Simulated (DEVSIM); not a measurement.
**abrupt CdTe n-p junction**

Structure: abrupt CdTe n-p junction, at 300 K.

```
layer (left to right)  material  thickness (μm)  Nd (cm⁻³)  Na (cm⁻³)   τn (s)   τp (s)
---------------------  --------  --------------  ---------  ---------  -------  -------
1                          CdTe            29.0     2.3e15          -  5.7e-10  5.7e-10
2                          CdTe            9.10          -     6.7e17  5.7e-10  5.7e-10
```

Left contact: ohmic. Right contact: ohmic. Voltage is applied to the left contact. Recombination: SRH at mid-gap, radiative. Mobility is μmin + (μ − μmin)/(1 + (N/Nref)^α).

Constants are typed, rounded textbook-type inputs, not results; the design itself was drawn at random and stands for no fabricated device. Values at 300 K.

| parameter | CdTe |
|---|---|
| gap (eV) | 1.5 |
| affinity (eV) | 4.28 |
| permittivity | 10.2 |
| Nc (cm⁻³) | 8e17 |
| Nv (cm⁻³) | 1.8e19 |
| μn (cm²/Vs) | 1000 |
| μp (cm²/Vs) | 80 |
| μn,min | 100 |
| μp,min | 10 |
| Nref,n | 1e17 |
| Nref,p | 1e17 |
| αn | 0.6 |
| αp | 0.6 |
| B (cm³/s) | 1e-10 |

Simulated with DEVSIM: 1D drift-diffusion, Boltzmann statistics, complete ionisation; no tunnelling, impact ionisation, image-force lowering or self-heating.

The potential step across the device at zero bias comes out as 1.264 V and the largest field in the device at zero bias is 54000 V/cm. The dark forward voltage at 1 A/cm² is 1.025 V.

Small-signal capacitance in reverse bias (quasi-static):

```
V (V)  C (nF/cm²)
-----  ----------
0.4          10.3
1            8.72
2            7.21
3            6.29
4            5.65
6            4.80
8            4.24
10           3.85
13           3.42
16           3.10
20           2.80
```

Dark forward current:

```csv
V (V),J (A/cm²)
-0.05,-9.8e-10
-0.15,-9.9e-9
-0.25,-7.5e-8
-0.35,-5.6e-7
-0.45,-4.2e-6
-0.55,-3.2e-5
-0.65,-0.00024
-0.75,-0.0020
-0.85,-0.017
-0.95,-0.18
-1.05,-1.7
-1.15,-7.2
-1.25,-15
-1.35,-25
-1.45,-35
-1.55,-45
-1.65,-55
-1.75,-66
-1.85,-77
-1.95,-88
```
